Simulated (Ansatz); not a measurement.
# BaHfO3: energy against strain

BaHfO3 (cubic perovskite, Pm-3m, 14.373 Å³/atom at rest) under an equal strain ε in the (111) plane with the normal axis free, as in a coherent film. PBEsol in Ansatz, a plane-wave DFT program (PAW, default set), 420 eV, 8×8×8 Γ-centred mesh, Fermi-Dirac smearing 0.05 eV; ions are relaxed within the symmetry of each cell.

Here s stands for strain and y for E less E0.

| strain (%) | E less E0 (meV/atom) |
|---|---|
| -1.00 | 2.89 |
| -0.50 | 0.70 |
| 0.00 | 0.00 |
| 0.50 | 0.69 |
| 1.00 | 2.81 |
| 2.50 | ? |

Taking a parabola for y over the 5 complete rows: Least squares gives y = -0.012 - 0.0340·s + 2.8600·s². Residuals (row less fit): 0.008, -0.020, 0.012, 0.004, -0.004; standard error 0.018 (degrees of freedom: 2). Twice the quadratic coefficient over the volume, 2 × 2.8600 meV × 10⁴ × 0.1602 / 14.373 Å³, is twice the biaxial elastic modulus of this plane = 638 ± 4 GPa.

Problem. Predict the withheld y at s = 2.50 from the fit, and compare with the calculation.

Solution. y = -0.012 - 0.0340 × 2.5 + 2.8600 × 2.5² = 17.778 meV/atom. The calculation gives 17.32 meV/atom, 0.458 meV/atom below the prediction (2.6 % of the range of y in the table). The row lies outside the fitted rows, so this is an extrapolation. From the scatter of the fitted rows alone, a prediction at this place has a standard error of 0.115 meV/atom, so the miss is 4.0 times that.

One order more, fitted to all 11 runs of the series, follows each within 0.02, so the miss is the next term of a smooth law. The primitive cell can neither tilt nor turn polar against its symmetry, as such crystals can under strain. Rows are the converged runs of the series near zero and its far end; series whose fitted rows scatter by over a few per cent of the range, as at a crossing or softening among them, aren't shown in this form. Most that stay on the fit to the last digits aren't either.
